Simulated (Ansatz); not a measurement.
Base system: Re in the hcp (Mg type) structure (space group P6_3/mmc, No. 194; a = 2.752 Å, c = 4.440 Å; relaxed with 0.1 eV smearing). Axes: x lies along a and z along c of the hexagonal cell.

All numbers come from Kohn–Sham DFT with the PBEsol functional, run in Ansatz (a quantum-chemistry and plane-wave program) with PAW and 420 eV plane waves, no spin-orbit coupling.

Strains are applied to the cell and any free atomic positions relax.

One change was made to it. Results:

```csv
quantity,base,after
energy relative to the base (free energy F),0 meV/atom,+0.7 meV/atom
shortest interatomic distance,5.159 bohr,5.154 bohr
```

Q: What was done to the base?
A. uniaxial strain ε_xx = −3.00 %
B. uniaxial strain ε_xx = +1.00 %
C. uniaxial strain ε_xx = +3.00 %
D. uniaxial strain ε_xx = −0.50 %
E. uniaxial strain ε_xx = −2.00 %

A: D, uniaxial strain ε_xx = −0.50 %. For comparison, the energy relative to the base in the other runs: uniaxial strain ε_xx = −3.00 % gives +29 meV/atom; uniaxial strain ε_xx = −2.00 % gives +12 meV/atom; uniaxial strain ε_xx = +3.00 % gives +24 meV/atom; uniaxial strain ε_xx = +1.00 % gives +2.8 meV/atom.

Stability against distortions was not tested. The final runs are not spin-polarised.
